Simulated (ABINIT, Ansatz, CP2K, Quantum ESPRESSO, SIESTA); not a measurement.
**Code comparison for SrVO3 (Pm-3m, 5 atoms in the cell)**

Self-consistent single point.

```
CELL_PARAMETERS angstrom
      3.78432     0.00000     0.00000
      0.00000     3.78432     0.00000
      0.00000     0.00000     3.78432
ATOMIC_POSITIONS crystal
  Sr 0.00000 0.00000 0.00000
  V  0.50000 0.50000 0.50000
  O  0.50000 0.00000 0.50000
  O  0.00000 0.50000 0.50000
  O  0.50000 0.50000 0.00000
```

All programs got the same cell, k-point mesh and kind of occupations (in Ansatz's words: kpoints.mp_grid.grid = 9 9 9; scf.occupations.method = fermi_dirac; scf.occupations.width = 0.1 eV); potentials, basis and cutoffs are each program's usual ones.

| code | model | pressure (GPa) | k-points | cutoff |
|---|---|---|---|---|
| CP2K | PBE, GPW, DZVP-MOLOPT-SR-GTH basis, GTH-PBE potentials (GTH_POTENTIALS) | 13.44 | 365 | grid 600 Ry |
| Ansatz | PBE, default PAW files | 11.36 | 35 | 420 eV |
| SIESTA | GGA PBE, numerical atomic orbitals DZP, PseudoDojo PBE standard norm-conserving potentials (rewritten from UPF to PSML) | 15.13 | 365 | grid 300 Ry |
| ABINIT | PBE, norm-conserving pseudopotentials (PseudoDojo nc-sr-05 PBE standard) | 11.39 | 35 | 42 Ha |
| Quantum ESPRESSO | PBE, GBRV 1.5 ultrasoft (PBE) pseudopotentials | 12.12 | 35 | 50 Ry |

The spread over the programs that give each value: pressure within 3.77 GPa.

The starting cell has typed, rounded lattice constants, without a prior relaxation at this level. Its lattice was rescaled by a random factor within 2.5 % of one. On Ansatz's run: Spin polarisation is off; with an odd number of electrons in the cell that forces a metal, and a magnetic state may lie lower. In the base run, with a pressure of about 12 GPa the cell is away from its equilibrium volume at this level.

Question: Why do the programs differ, and what cannot be compared?

Answer: Differences of this kind can come from the potentials, where these differ, and from what each basis and cutoff leave unconverged. The zero of total energies and Fermi levels follows the potentials and each program's conventions, so they are not compared here. CP2K and SIESTA use small atom-centred bases, whose incompleteness enters pressures, forces and empty levels differently from a plane-wave cutoff. Ansatz's pressure is given at a fixed set of plane waves, as the other plane-wave codes print theirs; with its correction for the finite basis it is 12.05 GPa (the shift of 0.69 GPa shows how far the cutoff is from converged). The programs reduce the same mesh by symmetry to different extents, which changes the work and not the result. In the pressure, CP2K (by 2.05) and SIESTA (by 3.74) lie more than 1 GPa from the median of the plane-wave programs.

Left out of this page: GPAW, Elk and FLEUR (not drawn, or without a comparable value).

Ansatz is an electronic-structure program.

Keys are those of Ansatz 0.2.
